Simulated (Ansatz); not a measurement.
Start from BAs in the zinc blende structure (space group F-43m, No. 216; a = 4.784 Å). Axes: x, y, z lie along the cube axes.

Level of theory: plane-wave PAW DFT at the r2SCAN level (Ansatz, a quantum-chemistry and plane-wave program, 500 eV), without spin-orbit coupling.

The change: compressive biaxial strain of 3.00 % in the plane normal to [001], as in epitaxy on a mismatched substrate; the out-of-plane cell vector and the atoms relax.

Task: Estimate the effect on the energy relative to the base, in-plane stress and out-of-plane strain.

Result: The energy goes up by 27 meV/atom; the mean in-plane stress (compression positive) amounts to +11.0 GPa; the out-of-plane strain is +1.38 %.

No phonon test of stability was made.
